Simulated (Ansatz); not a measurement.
A self-consistent single point of CaAg2Ge2 (I4mm, 5 atoms in the cell) with Ansatz (a quantum-chemistry and plane-wave program).

Method of the run: LDA (PW92), default PAW files made with PBE (plane waves; Ansatz).

```xyz
5
Lattice="-2.1496 2.1496 5.4291 2.1496 -2.1496 5.4291 2.1496 2.1496 -5.4291" Properties=species:S:1:pos:R:3 pbc="T T T"
Ca     0.0000     0.0000     0.0500
Ag     2.1496     0.0000     2.7146
Ag     0.0000     2.1496     2.7146
Ge     0.0000     0.0000     4.2381
Ge     0.0000     0.0000     6.6202
```

Reference input (self-consistent single point, DFT, LDA (PW92), plane waves, default PAW files made with PBE): basis.ecutwfc = 420 eV; kpoints.mp_grid.grid = 5 5 5; hamiltonian.xc = lda; hamiltonian.pseudopotentials = {kind: paw} (the program's default PAW files); scf.occupations.method = gaussian; scf.occupations.width = 0.1 eV. This run's input differs from it in these lines:

Ansatz 0.2 input:
```diff
@@ -13,3 +13,3 @@
 basis:
-  ecutwfc: 420.0
+  ecutwfc: 840.0
 kpoints:
```

The program printed (abridged):

```
SCF iter   1: F=—  HF=-25122.119782 eV  |F-HF|=—  |Δ(HF+E_count)|=         —  Δρ=7.73e-3  dr2=4.47e-2  ethr=1.77e-3  ⟨swp⟩=8.1  Hψ=3344  notcnv=0  defer=3
all-band conjugate gradients solve this SCF's bands
preconditioner: auto → Resta (q_TF=auto, 2.605 Å⁻¹)
SCF iter   2: F=—  HF=-25122.107825 eV  |F-HF|=—  |Δ(HF+E_count)|=   1.20e-2  Δρ=2.69e-3  dr2=2.70e-3  ethr=5.88e-5  ⟨swp⟩=3.0  Hψ=1739  notcnv=0  defer=25
   [... lines left out ...]
SCF iter   4: F=—  HF=-25122.107495 eV  |F-HF|=—  |Δ(HF+E_count)|=   4.46e-6  Δρ=2.25e-4  dr2=4.06e-5  ethr=8.57e-7  ⟨swp⟩=2.2  Hψ=1092  notcnv=0  defer=25
SCF iter   5: F=—  HF=-25122.107455 eV  |F-HF|=—  |Δ(HF+E_count)|=   3.99e-5  Δρ=5.81e-5  dr2=2.93e-6  ethr=5.34e-8  ⟨swp⟩=2.0  Hψ=1299  notcnv=0  defer=25
SCF iter   6: F=—  HF=-25122.107454 eV  |F-HF|=—  |Δ(HF+E_count)|=   1.04e-6  Δρ=2.25e-5  dr2=4.73e-7  ethr=3.85e-9  ⟨swp⟩=2.0  Hψ=1299  notcnv=0  defer=25
SCF iter   7: F=-25122.107454 eV  HF=-25122.107454 eV  |F-HF|=5.10e-9  |Δ(HF+E_count)|=   6.14e-8  Δρ=4.12e-6  dr2=1.67e-8  ethr=1.32e-10  ⟨swp⟩=8.6  Hψ=3414  notcnv=0
SCF 1 converged in 7 iterations: F = -25122.107454 eV  dr2 = 1.67e-8
Free energy (F): -25122.107454 eV
Internal energy: -25122.090384 eV  (E = F + TS)
E sigma→0 (E₀):  -25122.098919 eV
Entropy (-TS):   -0.017071 eV (-3.414 meV/atom)
Fermi energy:    11.777921 eV
--- Forces (eV/Å), atoms counted from 1 ---
  atom   1  Ca    -0.00000000    -0.00000000    -0.09484332
  atom   2  Ag    -0.00000000    -0.00000000     0.03490864
  atom   3  Ag     0.00000000    -0.00000000     0.03490864
  atom   4  Ge    -0.00000000    -0.00000000    -0.27153313
  atom   5  Ge     0.00000000     0.00000000     0.29655322
--- Stress (GPa, compression-positive) ---
       -4.108637       0.000000      -0.000000
        0.000000      -4.108637      -0.000000
       -0.000000       0.000000      -3.826337
  P = ⅓ Tr σ = -4.0145 GPa (-40.145 kbar)
  The stress holds the Pulay correction. Without it, at fixed plane waves, as pw.x and ABINIT print it: P = -4.0170 GPa
```

The run converged in 7 iterations. Against the reference run the free energy falls by 1.3 meV/atom, the pressure stays at -4.01 GPa and the largest force moves little (0.296 to 0.297 eV/Å).

The starting cell comes from a database of computed structures (which also holds hypothetical and non-ambient phases and stackings), without a prior relaxation at this level. Its lattice was rescaled by up to half a per cent. One atom was moved a little off its site on purpose. Ansatz's pressure includes its estimate of the finite-basis (Pulay) stress.
